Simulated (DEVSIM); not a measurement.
Device: illuminated Si n-on-p cell, one wavelength, with a back-surface field, at 300 K.

Layer 1 from the left is Si, thickness (μm) 0.130, Nd (cm⁻³) 1.1e18, τn (s) 1.3e-5, τp (s) 0.00014, absorption coefficient (cm⁻¹) 690. Layer 2 from the left is Si, thickness (μm) 31.0, Na (cm⁻³) 1.7e16, τn (s) 0.00019, τp (s) 0.00019, absorption coefficient (cm⁻¹) 690. Layer 3 from the left is Si, thickness (μm) 0.430, Na (cm⁻³) 9.1e18, τn (s) 0.00019, τp (s) 0.00019, absorption coefficient (cm⁻¹) 690.

Left contact: ohmic, minority hole recombination velocity 70000 cm/s. Right contact: ohmic, minority electron recombination velocity 20 cm/s. Voltage is applied to the left contact. Recombination: SRH at mid-gap, radiative, Auger. Light enters at the left, 3.3e16 photons cm⁻² s⁻¹, one pass, no reflection. Mobility is μmin + (μ − μmin)/(1 + (N/Nref)^α).

Constants are typed, rounded textbook-type inputs, not results; the design itself was drawn at random and stands for no fabricated device. Values at 300 K.

Si: gap (eV) 1.124, affinity (eV) 4.05, permittivity 11.7, Nc (cm⁻³) 2.86e19, Nv (cm⁻³) 3.1e19, μn (cm²/Vs) 1417, μp (cm²/Vs) 470, μn,min 52, μp,min 45, Nref,n 9.7e16, Nref,p 2.2e17, αn 0.68, αp 0.72, B (cm³/s) 4.7e-15, Cn (cm⁶/s) 2.8e-31, Cp (cm⁶/s) 9.9e-32.

Model (solved in DEVSIM): 1D drift-diffusion, Boltzmann statistics, complete ionisation; no tunnelling, impact ionisation, image-force lowering or self-heating.

Task: What does the simulation give for the fill factor, the dark forward voltage at 100 A/cm², the potential step across the device at zero bias?

Result: fill factor 0.82; dark forward voltage at 100 A/cm² 0.864 V; potential step across the device at zero bias 1.008 V.
